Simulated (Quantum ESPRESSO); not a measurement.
Cost against accuracy: K_POINTS for Os2Si2La (I4/mmm, 5 atoms in the cell)

```
La(SiOs)2
1.0
   -2.09975     2.09975     5.03045
    2.09975    -2.09975     5.03045
    2.09975     2.09975    -5.03045
Os Si La
2 2 1
Direct
  0.75000   0.25000   0.50000
  0.25000   0.75000   0.50000
  0.37500   0.37500   0.00000
  0.62500   0.62500   0.00000
  0.00000   0.00000   0.00000
```

Computed with PBEsol, GBRV 1.5 ultrasoft (PBESOL) pseudopotentials (plane waves; Quantum ESPRESSO).

Base settings: ecutwfc = 40 Ry; ecutrho = 320 Ry; occupations = smearing; smearing = gauss; degauss = 0.0036749 Ry; potentials = {Os: os_pbesol_v1.2.uspp.F.UPF, Si: si_pbesol_v1.uspp.F.UPF, La: la_pbesol_v1.uspp.F.UPF}; K_POINTS = automatic 9 9 9 0 0 0; conv_thr = 1e-10 Ry.

Misses are taken against the tightest run, automatic 11 11 11 0 0 0, which need not be fully converged itself. The energy is the free energy per atom.

The count of work is k-points × plane waves × bands × iterations; it is no time, and leaves out set-up, grids and terms that scale otherwise. Core times come from one kind of shared machine and are given to one figure; runs under 30 s give none.

The starting cell comes from a database of published, mostly measured structures (it also holds non-ambient and calculated ones), without a prior relaxation at this level. Spin polarisation is off. In the base run, with a pressure of about -6 GPa the cell is away from its equilibrium volume at this level. In the base run, forces exceed 1 eV/Å.

The runs (K_POINTS): automatic 1 1 1 0 0 0 | automatic 2 2 2 0 0 0 | automatic 3 3 3 0 0 0 | automatic 4 4 4 0 0 0 | automatic 5 5 5 0 0 0 | automatic 6 6 6 0 0 0 | automatic 8 8 8 0 0 0 | automatic 9 9 9 0 0 0 | automatic 11 11 11 0 0 0.

Task: Which is the coarsest setting among those run that, with all tighter ones, holds the energy within 5 meV/atom of the reference, and what does it save?

Result: automatic 5 5 5 0 0 0, off by 0.26 meV/atom; it needs 0.17 of the reference's count of work and about 0.3 of the reference's time.

Task: Which is the coarsest setting among those run that, with all tighter ones, holds the energy within 1 meV/atom of the reference, and what does it save?

Result: automatic 8 8 8 0 0 0, off by 0.50 meV/atom; its saving against the reference is no more than about a factor of 2 in the count of work. The coarser automatic 5 5 5 0 0 0 also lies inside, but a setting between leaves the range again, so that is luck.

Task: For at most 0.05 times the reference's count of work, which run misses the energy least?

Result: automatic 2 2 2 0 0 0, with a miss of 110 meV/atom at a count of 0.040.

```
K_POINTS                  energy less reference (meV/atom)  pressure less reference (GPa)  largest difference in the force on any atom (eV/Å)  count of work / reference  core time / reference (rough)
------------------------  --------------------------------  -----------------------------  --------------------------------------------------  -------------------------  -----------------------------
automatic 1 1 1 0 0 0                              1338.61                          15.58                                               1.039                      0.011                            0.2
automatic 2 2 2 0 0 0                              -114.27                          -3.85                                               0.078                      0.040                            0.2
automatic 3 3 3 0 0 0                               -11.04                          -0.37                                               0.086                      0.056                            0.2
automatic 4 4 4 0 0 0                                -9.18                          -0.09                                               0.091                       0.12                            0.3
automatic 5 5 5 0 0 0                                -0.26                           0.02                                               0.131                       0.17                            0.3
automatic 6 6 6 0 0 0                                 2.03                           0.06                                               0.042                       0.28                            0.4
automatic 8 8 8 0 0 0                                 0.50                          -0.01                                               0.029                       0.51                            0.6
automatic 9 9 9 0 0 0                                 0.17                          -0.01                                               0.049                       0.59                            0.6
automatic 11 11 11 0 0 0                              0.00                           0.00                                               0.000                        1.0                              1
```
